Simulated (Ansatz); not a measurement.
# Band gap of diamond and zinc-blende semiconductors: LDA against PBE

Ansatz (plane waves, PAW); cells keep the symmetry of their structure type. Ansatz (a first-principles code) is a plane-wave DFT program; potentials: the later of its two PAW sets. No spin-orbit coupling. PBE gaps are read at band edges searched over the zone in cells relaxed at that level, LDA gaps at band edges searched over the zone in cells relaxed at that level. The two cells differ, so the slope holds a volume effect too.

Here x stands for PBE gap and y for LDA gap.

```
solid  PBE gap (eV)  LDA gap (eV)
-----  ------------  ------------
CdTe           0.58          0.61
GaN            1.54          1.96
AlP            1.63          1.42
MgTe           2.33             ?
AlN            3.31          3.25
BN             4.46          4.39
```

Task: Fit y against x with a straight line, and predict the withheld value at x = 2.33.

Result: With u = x - 2.3, the rows have u = -1.7200, -0.7600, -0.6700, 1.0100, 2.1600. Means: u 0.0040000, y 2.326. About the means, the sum of products is 9.2282 and the sum of squares of u is 9.6705; the slope is their ratio. Least squares gives y = 2.322 + 0.9543·u. Residuals (row less fit): -0.071, 0.363, -0.263, -0.036, 0.007; standard error 0.263 (degrees of freedom: 3). The slope is 0.954 with a standard error of 0.085. At the withheld row, u = 0.0300, so y = 2.322 + 0.9543 × 0.0300 = 2.351 eV. The calculation gives 2.38 eV, 0.029 eV above the prediction (0.8 % of the range of y in the table). The row lies between fitted rows. From the scatter of the fitted rows alone, a prediction at this place has a standard error of 0.288 eV, so the miss is 0.1 times that.

GaN is here a metastable form; wurtzite is the usual one. MgTe stands in this structure, whereas wurtzite is the usual form. AlN is here a metastable form; wurtzite is the usual one. Spin-orbit coupling is left out, which can shift this property for CdTe, MgTe. The rows are a random draw from the solids of this series computed here; series whose standard error about the line passes 12 to 30 % of the range of y, or with no trend, aren't shown in this form.
